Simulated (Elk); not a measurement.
**A self-consistent single point of LaMg (Pmma, 4 atoms in the cell) with Elk**

Computed with LDA (PW92), all-electron FP-LAPW, Elk's shipped species files, APW+lo basis with extra local orbitals run with Elk.

Input as run:

```
tasks
  0

xctype
  3

tforce
  .true.

rgkmax
  7.5

gmaxvr
  18.0

lmaxapw
  10

lmaxo
  8

nxlo
  2

lorbcnd
  .true.

lradstp
  2

nrmtscf
  2.0

lmaxi
  4

stype
  0

swidth
  0.00183747

scale
  10.61170036

avec
    1.0000000000    0.0000000000    0.0000000000
    0.0000000000    0.6769620352    0.0000000000
    0.0000000000    0.0000000000    1.0309039137

atoms
  2   : nspecies
  'La.in'   : spfname
  2   : natoms; atposl, bfcmt below
  0.7500000000  0.0000000000  0.7931000000    0.0 0.0 0.0
  0.2500000000  0.0000000000  0.2069000000    0.0 0.0 0.0
  'Mg.in'   : spfname
  2   : natoms; atposl, bfcmt below
  0.2500000000  0.5000000000  0.6932400000    0.0 0.0 0.0
  0.7500000000  0.5000000000  0.3067600000    0.0 0.0 0.0

ngridk
  5 8 5
```

Output (repeated stretches shortened):

```
│ Elk code version 10.2.4 │

All units are atomic (Hartree, Bohr, etc.)

│ Ground-state run starting from atomic densities │

Lattice vectors :
   10.61170036       0.000000000       0.000000000
   0.000000000       7.183718273       0.000000000
   0.000000000       0.000000000       10.93964343

Unit cell volume      :    833.9450539
Brillouin zone volume :   0.2974419145

Muffin-tin inner radius fraction :   0.1000000000E-01

Nuclei treated as point charges

Species :    1 (La)
 parameters loaded from : La.in
 name : lanthanum
 nuclear charge    :   -57.00000000
 electronic charge :    57.00000000
 atomic mass :    253209.2364
 muffin-tin radius :    2.800000000
 number of radial points in muffin-tin :   1399
 atomic positions (lattice), magnetic fields (Cartesian) :
   1 :   0.25000000  0.00000000  0.29310000    0.00000000  0.00000000  0.00000000
   2 :  -0.25000000  0.00000000 -0.29310000    0.00000000  0.00000000  0.00000000

Species :    2 (Mg)
 parameters loaded from : Mg.in
 name : magnesium
 nuclear charge    :   -12.00000000
 electronic charge :    12.00000000
 atomic mass :    44305.30462
 muffin-tin radius :    2.200000000
 number of radial points in muffin-tin :    799
 atomic positions (lattice), magnetic fields (Cartesian) :
   1 :  -0.25000000  0.50000000  0.19324000    0.00000000  0.00000000  0.00000000
   2 :   0.25000000  0.50000000 -0.19324000    0.00000000  0.00000000  0.00000000

Total number of atoms per unit cell :    4

Spin treatment :
 spin-unpolarised

Number of Bravais lattice symmetries :    8
Number of crystal symmetries         :    8
Crystal has inversion symmetry
Real symmetric eigensolver will be used

k-point grid :      5     8     5
k-point offset :    0.000000000       0.000000000       0.000000000
k-point set is reduced with full crystal symmetry group
Total number of k-points :       45

Muffin-tin radius times maximum |G+k| :    7.500000000
 using average radius
   [... lines left out ...]
 potential will be trimmed for |G| > 2 gkmax
Constant for pseudocharge density :   13
Radial integration step length :    2

G-vector grid sizes :     63    42    63
Number of G-vectors :    82207

Maximum angular momentum used for
 APW functions                      :   10
 outer part of muffin-tin           :    8
 inner part of muffin-tin           :    4

Total nuclear charge    :   -138.0000000
Total core charge       :    96.00000000
Total valence charge    :    42.00000000
Total excess charge     :    0.000000000
Total electronic charge :    138.0000000

Effective Wigner radius, rₛ :    1.129943116

Number of empty states         :   16
Total number of valence states :   37
Total number of core states    :   96

Conduction state local-orbitals added automatically
Total number of local-orbitals :  422

Exchange-correlation functional :      3     0     0
 Perdew-Wang/Ceperley-Alder, Phys. Rev. B 45, 13244 (1992)
 gradient requirement :    0
 local density approximation (LDA)

Smearing type :    0
 Gaussian
Smearing width :   0.1837470000E-02
Effective electronic temperature (K) :    580.2271348

Mixing type :    3
 Broyden mixing, J. Phys. A: Math. Gen. 17, L317 (1984)

Kohn-Sham potential initialised from atomic data
│ Self-consistent loop started │
│ Loop number : 1 │
 total energy                :     -17396.5874670
│ Loop number : 2 │
 total energy                :     -17396.3704859
RMS change in Kohn-Sham potential (target) :   0.4668973230E-01 (  0.1000000000E-05)
Absolute change in total energy (target)   :   0.2169811252     (  0.1000000000E-03)
│ Loop number : 3 │
 total energy                :     -17395.5191417
RMS change in Kohn-Sham potential (target) :   0.4411384460E-01 (  0.1000000000E-05)
Absolute change in total energy (target)   :   0.9055894416     (  0.1000000000E-03)
│ Loop number : 4 │
 total energy                :     -17391.1296879
RMS change in Kohn-Sham potential (target) :   0.3011297401E-01 (  0.1000000000E-05)
Absolute change in total energy (target)   :    4.615851156     (  0.1000000000E-03)
│ Loop number : 5 │
 total energy                :     -17385.9350138
RMS change in Kohn-Sham potential (target) :   0.1410565442E-01 (  0.1000000000E-05)
Absolute change in total energy (target)   :    6.348636881     (  0.1000000000E-03)
   [... lines left out ...]
Absolute change in total energy (target)   :   0.9607002507E-02 (  0.1000000000E-03)
│ Loop number : 12 │
 total energy                :     -17381.5850836
RMS change in Kohn-Sham potential (target) :   0.1875966188E-05 (  0.1000000000E-05)
Absolute change in total energy (target)   :   0.2535325180E-02 (  0.1000000000E-03)
│ Loop number : 13 │
 total energy                :     -17381.5850959
RMS change in Kohn-Sham potential (target) :   0.7233272632E-06 (  0.1000000000E-05)
Absolute change in total energy (target)   :   0.6215831199E-03 (  0.1000000000E-03)
│ Loop number : 14 │
 total energy                :     -17381.5850731
RMS change in Kohn-Sham potential (target) :   0.7394112847E-07 (  0.1000000000E-05)
Absolute change in total energy (target)   :   0.1781459869E-03 (  0.1000000000E-03)
│ Loop number : 15 │
 total energy                :     -17381.5850624
RMS change in Kohn-Sham potential (target) :   0.1509337783E-07 (  0.1000000000E-05)
Absolute change in total energy (target)   :   0.5528748807E-04 (  0.1000000000E-03)
Convergence targets achieved

│ Loop number : 16 │

Energies :
 Fermi                       :     0.231354494158
 sum of eigenvalues          :     -10695.1733567
 electron kinetic            :      18567.8660108
 core electron kinetic       :      18326.9035693
 Coulomb                     :     -35522.9455218
 Coulomb potential           :     -28697.4317915
 nuclear-nuclear             :     -1241.70640357
 electron-nuclear            :     -39865.0464450
 Hartree                     :      5583.80732675
 Madelung                    :     -21174.2296261
 xc potential                :     -565.607575933
 exchange                    :     -413.669194589
 correlation                 :     -12.8363571255
 total energy                :     -17381.5850628

Density of states at Fermi energy :    142.7827735
 (states/Hartree/unit cell)

Estimated indirect band gap :   0.4294155542E-03
 from k-point     21 to k-point      5
Estimated direct band gap   :   0.4213341869E-02
 at k-point     21

Charges :
 core                        :    96.00000000
 valence                     :    42.00000000
 interstitial                :    7.813411612
 muffin-tins (core leakage)
  species :    1 (La)
   atom    1                 :    54.58517106     (  0.2243799462E-03)
   atom    2                 :    54.58517106     (  0.2243799462E-03)
  species :    2 (Mg)
   atom    1                 :    10.50812313     (  0.8881784197E-15)
   atom    2                 :    10.50812313     (  0.8881784197E-15)
 total in muffin-tins        :    130.1865884
 total calculated charge     :    137.9994282
 total charge                :    138.0000000
 error                       :   0.5717788324E-03

│ Self-consistent loop stopped │

Forces :
 species :    1 (La)
  atom :    1
   Hellmann-Feynman          :     0.00000000    0.00000000   -0.03061559
   IBS                       :     0.00000000    0.00000000    0.02941633
   total force               :     0.00000000    0.00000000   -0.00119925
   total magnitude           :     0.00119925
  atom :    2
   Hellmann-Feynman          :    -0.00000000   -0.00000000    0.03061559
   IBS                       :     0.00000000    0.00000000   -0.02941633
   total force               :     0.00000000    0.00000000    0.00119925
   total magnitude           :     0.00119925
 species :    2 (Mg)
  atom :    1
   Hellmann-Feynman          :     0.00000000    0.00000000    0.01004454
   IBS                       :     0.00000000    0.00000000   -0.00877363
   total force               :     0.00000000    0.00000000    0.00127091
   total magnitude           :     0.00127091
  atom :    2
   Hellmann-Feynman          :    -0.00000000    0.00000000   -0.01004454
   IBS                       :     0.00000000    0.00000000    0.00877363
   total force               :     0.00000000    0.00000000   -0.00127091
   total magnitude           :     0.00127091
```

The run converged in 16 iterations. The count includes the last loop, which Elk runs after its targets are met.

The starting cell comes from a database of computed structures (which also holds hypothetical and non-ambient phases and stackings), without a prior relaxation at this level. Values depend on the basis (sphere radii, cutoffs, local orbitals), which need not be converged. The log's line on a gap gives a spacing of levels on this mesh, which the program prints for metals too.

Cost on one core of a shared machine: roughly 2 min.
